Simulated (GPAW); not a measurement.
Density of states of YBiO2F2 (P-4m2, 6 atoms in the cell).

```yaml
crystal:
  lattice:
    - [3.94968, 0.00000, 0.00000]
    - [0.00000, 3.94968, 0.00000]
    - [0.00000, 0.00000, 5.64513]
  atoms:
    - { symbol: Y, position: [0.00000, 0.00000, 0.00000] }
    - { symbol: Bi, position: [0.50000, 0.50000, 0.50000] }
    - { symbol: O, position: [0.00000, 0.50000, 0.74563] }
    - { symbol: O, position: [0.50000, 0.00000, 0.25437] }
    - { symbol: F, position: [0.00000, 0.50000, 0.21962] }
    - { symbol: F, position: [0.50000, 0.00000, 0.78038] }
```

Method of the run: PBEsol, GPAW PAW datasets PBEsol (made by gpaw-setup) (plane waves; GPAW).

SCF settings: mode = pw; ecut = 900 eV; xc = PBEsol; kpts = 5 5 3; mesh shift (steps) = 0 0 0; occupations.name = fermi-dirac; occupations.width = 0 eV; nbands = -6; convergence.density = 1e-05 e/electron; convergence.energy = 1e-05 eV/electron; convergence.bands = -4; symmetry.symmorphic = false; symmetry.tolerance = 0.0005; maxiter = 120. Keys of the DOS step: dos_kpts = 12 12 8; dos_width = 0.05 eV.

The starting cell comes from a database of computed structures (which also holds hypothetical and non-ambient phases and stackings), without a prior relaxation at this level. Its lattice was rescaled by a random factor within 2.5 % of one. Spin-orbit coupling is off.

Total DOS (both spins), as means of the tabulated values in each energy bin; the zero is the program's Fermi level or highest filled level, and the curve is cut to this window:

(E (eV), states/eV/cell): (-7.75, 0.01); (-7.25, 0.62); (-6.75, 6.01); (-6.25, 13.1); (-5.75, 0.55); (-5.25, 3.11); (-4.75, 0.46); (-4.25, 0.39); (-3.75, 2.51); (-3.25, 7.42); (-2.75, 9.64); (-2.25, 0.15); (-1.75, 1.76); (-1.25, 2.03); (-0.75, 0.02); (-0.25, 0.00); (0.25, 0.00); (0.75, 0.00); (1.25, 0.08); (1.75, 0.20); (2.25, 1.24); (2.75, 2.99); (3.25, 3.39)

The gap on the SCF mesh is 2.47 eV.
